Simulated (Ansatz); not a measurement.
We consider 1T (CdI2-type) PtTe2, described by PBE-D3(BJ) (PAW; Ansatz, a program for electronic structure).

Numerical settings: plane-wave cutoff 520 eV, 18×18×10 k mesh (along the axes of the cell as run), Fermi–Dirac smearing 0.05 eV, scalar-relativistic PAW data made under PBE.

Starting structure:

```
CELL_PARAMETERS angstrom
      4.03000     0.00000     0.00000
     -2.01500     3.49008     0.00000
      0.00000     0.00000     5.22000
ATOMIC_POSITIONS crystal
  Te 0.33333 0.66667 0.25400
  Te 0.66667 0.33333 0.74600
  Pt 0.00000 0.00000 0.00000
```

Q: Into what structure does the relaxation of cell and atoms lead at this level, with the symmetry of the start kept?

A: The volume drops by 1.3 %; final space group P-3m1.
```
CELL_PARAMETERS angstrom
      4.05348     0.00000     0.00000
     -2.02674     3.51041     0.00000
      0.00000     0.00000     5.09381
ATOMIC_POSITIONS crystal
  Te 0.33333 0.66667 0.26676
  Te 0.66667 0.33333 0.73324
  Pt 0.00000 0.00000 0.00000
```
